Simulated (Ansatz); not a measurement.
System: BeS (model structure, started from the rocksalt type, Fm-3m, No. 225, 2 atoms in the cell). Method: G0W0@PBEsol (Ansatz, a quantum-chemistry and plane-wave program, hard PAW, contour deformation).

The cell is the one relaxed with PBEsol. Conventional cell: a = 4.5907 Å, b = 4.5907 Å, c = 4.5907 Å, α = 90.00°, β = 90.00°, γ = 90.00°.

The quasiparticle gap at Γ at a fixed k mesh 2×2×2:

| response cutoff | value (eV) |
|---|---|
| 250 eV, 399 empty bands | 6.729 |
| 300 eV, 524 empty bands | 6.737 |
| 400 eV, 807 empty bands | 6.748 |
| 500 eV, 1128 empty bands | 6.753 |

### Question
Taking the value to converge with the response cutoff E as E^(−3/2), extrapolate from the last two rows.

### Answer
With y = y∞ + c/w and weights w = 8000 and 11180 for the last two rows, y∞ = (w2 y2 − w1 y1)/(w2 − w1) = (11180 × 6.753 − 8000 × 6.748)/3180 = 6.766 eV, which lies 0.013 beyond the last row. Successive pairs of rows give 6.762, 6.768, 6.766. The limit also hangs on the law assumed, so its last digits aren't firm.

The other settings are not extrapolated, so this is the limit in one setting alone.

At the last cutoff the smallest gap on this mesh is 1.78 eV, with an edge away from Γ.

A model structure was made by putting elements into a prototype or built by hand; it is no filed structure, need not be a known phase, and can be a saddle point held by its symmetry.
